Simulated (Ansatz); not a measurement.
Take MgTe in the zinc blende structure (space group F-43m, No. 216; a = 6.439 Å) as the base. Axes: x, y, z lie along the cube axes.

All numbers come from Ansatz (a program for electronic structure), PBEsol, PAW, cutoff 420 eV, no SOC.

Strains are applied to the cell and any free atomic positions relax; under biaxial strain the out-of-plane vector relaxes too.

One change was made to it. Results:

| quantity | base | after |
|---|---|---|
| shortest interatomic distance | 2.788 Å | 2.791 Å |
| band gap | 2.35 eV | 2.31 eV |
| valence-band top at Γ (three highest levels, from the VBM) | 0.00, 0.00, 0.00 eV | 0.00, -0.03, -0.03 eV |

Task: What was done to the base?
(A) biaxial strain +1.50 %, plane normal [001], relaxed out of plane
(B) biaxial strain +2.00 %, plane normal [001], relaxed out of plane
(C) biaxial strain −1.50 %, plane normal [001], relaxed out of plane
(D) biaxial strain −2.00 %, plane normal [001], relaxed out of plane
(E) biaxial strain +0.50 %, plane normal [001], relaxed out of plane

Result: E, biaxial strain +0.50 %, plane normal [001], relaxed out of plane. For comparison, the valence-band top at Γ in the other runs: biaxial strain +1.50 %, plane normal [001], relaxed out of plane gives 0.00, -0.09, -0.09 eV; biaxial strain −2.00 %, plane normal [001], relaxed out of plane gives 0.00, 0.00, -0.14 eV; biaxial strain −1.50 %, plane normal [001], relaxed out of plane gives 0.00, 0.00, -0.10 eV; biaxial strain +2.00 %, plane normal [001], relaxed out of plane gives 0.00, -0.12, -0.12 eV.

With Te present, leaving out spin-orbit coupling can change the band edges. Whether these cells are dynamically stable was not tested.
